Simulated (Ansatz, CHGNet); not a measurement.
# GaP (model structure, started from the CsCl type, Pm-3m, No. 221, 2 atoms in the cell): lattice constant a by level of theory

No measured value is used here.

```tsv
level (code)	value (Å)
CHGNet-r²SCAN	3.235
LDA (Ansatz)	(withheld)
PBE (Ansatz)	(withheld)
PBEsol (Ansatz)	3.161
PBE-D3(BJ) (Ansatz)	3.161
r²SCAN (Ansatz)	3.192
r²SCAN+rVV10 (Ansatz)	3.179
```

**Question.** What belongs in the gaps?

**Answer.** 
- LDA (Ansatz, a quantum-chemistry and plane-wave program), value (Å): 3.140
- PBE (Ansatz), value (Å): 3.216

CHGNet-r²SCAN: the cell moved over 20 % in volume from its start. Cutoffs differ between the levels. Ansatz's density-functional and Hartree–Fock values are scalar-relativistic unless marked +SOC, with PAW data made under PBE.

Machine-learned potentials (CHGNet-r²SCAN) are trained on DFT data: a solid inside that data is no test of them.

A model structure was made by putting elements into a prototype or built by hand; it is no filed structure, need not be a known phase, and can be a saddle point held by its symmetry.
